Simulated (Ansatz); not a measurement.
MoPt₂ (Immm, No. 71), treated with PBEsol (Ansatz, an electronic-structure program, plane waves, PAW).

From the output:

```
Relaxation: its limit of steps is 80 (relax.max_steps)
Crystal: 3 atoms, lattice volume = 43.709 Å³
Basis set: ecut = 520 eV, 1185 PW (Γ), FFT grids on a1+a3, a2+a3, a3, exchange–correlation on 60×48×72 points (8 copies of the dense FFT grid, shifted against one another)
Bands: 30, of which v1, the nominal top of the filled ones, is band 25 counted from 1 (24 counted from 0)
Symmetry: 8 space group operations
Space group: Immm (ITA 71), of the structure as read, at distance tolerance 3.5e-5 Å
k-points: 1963 of 13824
Functional: x = pbesol(κ = 0.804, μ = 0.12345679012345678), c = pbesol(β = 0.046)
SCF iter   1: F=—  HF=-29666.303416 eV  |F-HF|=—  |Δ(HF+E_count)|=         —  Δρ=7.32e-3  dr2=1.79e-2
SCF iter   2: F=—  HF=-29666.302327 eV  |F-HF|=—  |Δ(HF+E_count)|=   1.09e-3  Δρ=3.71e-3  dr2=4.28e-3
  ...
SCF 1 converged in 6 iterations: F = -29666.301531 eV  dr2 = 1.63e-8
Crystal: 3 atoms, lattice volume = 43.709 Å³
Initial density: handed on by an earlier stage of this run
SCF 2 converged in 6 iterations: F = -29666.301531 eV  dr2 = 1.63e-11
Crystal: 3 atoms, lattice volume = 43.709 Å³
SCF 3 converged in 7 iterations: F = -29666.301593 eV  dr2 = 5.58e-13
Crystal: 3 atoms, lattice volume = 43.709 Å³
SCF 4 converged in 7 iterations: F = -29666.301594 eV  dr2 = 2.61e-15
Crystal: 3 atoms, lattice volume = 43.709 Å³
SCF iter   7: F=-29666.301594 eV  HF=-29666.301594 eV  |F-HF|=1.09e-11  |Δ(HF+E_count)|=  3.64e-12  Δρ=1.34e-9  dr2=5.01e-16
SCF iter   8: F=-29666.301594 eV  HF=-29666.301594 eV  |F-HF|=3.64e-12  |Δ(HF+E_count)|=  3.64e-12  Δρ=5.06e-10  dr2=8.60e-17
SCF 5 converged in 8 iterations: F = -29666.301594 eV  dr2 = 8.60e-17
SCF converged after 8 iterations
Free energy (F): -29666.301594 eV
Internal energy: -29666.286917 eV  (E = F + TS)
E sigma→0 (E₀):  -29666.294255 eV
Fermi energy:    24.070414 eV
--- Forces (eV/Å), atoms counted from 1 ---
  atom   1  Mo     0.00000000     0.00000000    -0.00000000
  atom   2  Pt     0.00000000    -0.00000000     0.00007240
  atom   3  Pt    -0.00000000     0.00000000    -0.00007240
--- Stress (GPa, compression-positive) ---
        6.474110       0.000000       0.000000
        0.000000       6.473676      -0.000000
        0.000000      -0.000000       6.477925
  P = ⅓ Tr σ = 6.4752 GPa (64.752 kbar)
```

Q: Write an input file that could have produced this run (the log leaves some choices open).

A: This is not unique; one that fits is 
Ansatz 0.2 input:
```yaml
crystal:
  lattice:
    - [-1.3641023253, 1.9520102435, 4.1037742531]
    - [1.3641023253, -1.9520102435, 4.1037742531]
    - [1.3641023253, 1.9520102435, -4.1037742531]
  atoms:
    - { symbol: Mo, position: [0.0, 0.0, 0.0] }
    - { symbol: Pt, position: [0.6633826824, 0.6633826824, 0.0] }
    - { symbol: Pt, position: [0.3366173176, 0.3366173176, 0.0] }
basis:
  ecutwfc: 520
  ecutrho_ratio: 4
  xc_grid: 2
kpoints:
  mp_grid: { grid: [24, 24, 24] }
hamiltonian:
  xc: pbesol
  dispersion: none
  pseudopotentials: { kind: paw }
scf:
  occupations: { method: fermi_dirac, width: 0.05 }
output:
  forces: true
  stress: true
  eigenvalues: true
relax:
  f_tol: 0.004
  escape_saddle: false
  max_steps: 80
  cell: { stress_tol: 0.02, fix: [volume] }
```

The cell is one volume of an energy–volume scan, off the minimum.

The PAW data were made under PBE.

Note: the relaxation could not lower the start's symmetry, so the cell can be a saddle point above a distorted one.
